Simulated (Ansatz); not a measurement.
C (Fd-3m), Ansatz (a first-principles code) with r2SCAN, rigid bands: N_v = 3.76e19 cm⁻³ at 300 K and a hole conductivity mass of 0.457 mₑ.

Question: For 1e16 holes per cm³ at 300 K, place the Fermi level, estimate the Seebeck coefficient of a parabolic band with constant τ, and give mobility and conductivity for τ = 10 fs.

Answer: The level lies k_BT ln(N_v/p) = 0.213 eV above the valence-band maximum. S ≈ +(k_B/e)[ln(N_v/p) + 5/2] = 925 μV/K, against 920 μV/K from the full bands (mean over directions). μ = eτ/m = 38.5 cm²/(V·s) and σ = peμ = 0.0617 S/cm. τ is assumed, not computed.

Band transport and this doping are assumed; polarons and phonon drag are left out. Spin-orbit coupling is left out. Geometry: cell and atoms relaxed with PBEsol.
